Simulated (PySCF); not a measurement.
PySCF 2.14.0, B3LYP/def2-tzvp: Zr(I)2(H)2 ([I][ZrH2][I]), 5 atoms. The geometry is a generated start, not checked to be a minimum at this level.

| Property | Result |
|---|---|
| task | energy and gradient |
| method | b3lyp |
| basis | def2-tzvp |
| mol.max_memory | 7000 MB |
| mf.init_guess | minao (default) |
| mf.DIIS | CDIIS (default) |
| mf.diis_space | 8 (default) |
| mf.conv_tol | 1e-09 (default) |
| mf.grids.level | 3 (default) |
| effective core potentials | those of the basis set, past Kr |
| basis functions (reference run) | 152 |
| grid points (reference run) | 85928 |

```xyz
5

Zr    -0.3383    -0.1881     0.2395
I     -0.2452     1.0236    -2.3321
I      2.4287     0.1905     0.7854
H     -1.2458     0.9055     1.3116
H     -0.5993    -1.9315    -0.0044
```
Charge 0, spin multiplicity 1.

The reference run uses exact four-centre integrals. One run each, on a shared machine, so no times are given.

Settings tried, all else as in the reference:
- density fitting
- density fitting, auxbasis = def2-universal-jfit
- density fitting of J alone, exact K
- density fitting, auxbasis = autoaux

Question: Which settings reproduce the reference to 0.10 meV/atom in energy, 1.0 meV/Å in forces (largest component)?

Answer: Within it: density fitting, auxbasis = autoaux. Outside: density fitting; density fitting of J alone, exact K; density fitting, auxbasis = def2-universal-jfit.

```tsv
setting	energy against the reference	difference in forces (largest component)
density fitting, auxbasis = autoaux	+0.0065 meV/atom	0.094 meV/Å
density fitting	−0.17 meV/atom	0.13 meV/Å
density fitting of J alone, exact K	−0.24 meV/atom	0.14 meV/Å
density fitting, auxbasis = def2-universal-jfit	+7400 meV/atom	420 meV/Å
```

Total energies are compared; such shifts often cancel in part in energy differences. def2-universal-jfit is made for Coulomb alone and misses functions that exchange needs. No test of the SCF solution's stability was run. Also tried and not ranked: density fitting, auxbasis = def2-universal-jkfit (same energy as a listed run); COSX exchange (sgx_fit, pjs) with fitted J, mf.with_df.grids_level_i = 1, mf.with_df.grids_level_f = 1 (gradient came out as NaN); COSX exchange (sgx_fit, pjs) with fitted J, mf.with_df.grids_level_i = 1, mf.with_df.grids_level_f = 2 (default) (gradient came out as NaN); COSX exchange (sgx_fit, pjs) with fitted J, mf.with_df.grids_level_i = 1, mf.with_df.grids_level_f = 3 (gradient came out as NaN); COSX exchange (sgx_fit, pjs) with fitted J, mf.with_df.grids_level_i = 1, mf.with_df.grids_level_f = 4 (gradient came out as NaN). The tolerance is a choice made for this comparison.
